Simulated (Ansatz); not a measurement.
Structures of equal composition on the (0001) surface of 4H silicon carbide (Si plane on top): (√3x√3)R30° Sb adatom at H3; (√3x√3)R30° Sb adatom at T4. The slabs share one bottom face, and each structure is named by its start. These are constructed structures in small cells; real faces may alloy, dewet or reconstruct in larger ones, and not all known structures of the face are among them. Slabs of about 10 Å, Fermi-Dirac smearing of 0.025 eV. Bottom of the slabs: H caps. Relaxed from the named starts with such symmetry as they have, on meshes of like density; energies extrapolated to zero smearing; spin only where a row says so; no spin-orbit coupling, no U. Brackets mark spin-polarised runs, whose order is one that fits the cell. Where a second, spin-polarised start was run, the lower counts.

Level of theory: PBE (plane waves to 420 eV, PAW; Ansatz, an electronic-structure program).

Q: Order them by energy per 1x1 cell (lowest first) at the level PBE.

A: (√3x√3)R30° Sb adatom at T4 (0.000 eV, gap 1.89 eV on the mesh), (√3x√3)R30° Sb adatom at H3 (0.107 eV, gap 1.81 eV on the mesh)
